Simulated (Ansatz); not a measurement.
Take Al (space group P6_3/mmc, No. 194; a cell from a computed database, its experimental status unchecked; relaxed with 0.1 eV smearing) as the base.

```
Al
1.0
    2.83609     0.00000     0.00000
   -1.41804     2.45613     0.00000
    0.00000     0.00000     9.32909
Al
4
Direct
  0.00000   0.00000   0.00000
  0.00000   0.00000   0.50000
  0.33333   0.66667   0.25000
  0.66667   0.33333   0.75000
```

Cartesian axes are those of the cell as printed.

Method: PBEsol, PAW, 420 eV (Ansatz, a program for electronic structure; no spin-orbit coupling).

The change: uniaxial strain ε_zz = −1.52 %, all other strain components held at zero, atoms relaxed at fixed cell.

Problem. Predict the stress tensor and what it implies for the stiffness.

Solution. Stress of the strained cell less that of the base (GPa, compression positive):
```
    0.8     0.0     0.0
    0.0     0.8     0.0
    0.0     0.0     2.2
```

Then −Δσ_ii/ε with ε = -0.0152 gives secant stiffness values (nonlinear terms included at this strain): C33 ≈ 148 GPa, C13 ≈ 53 GPa and C23 ≈ 53 GPa.

No phonon test of stability was made. This is not the structure that Al has at room temperature and ambient pressure.
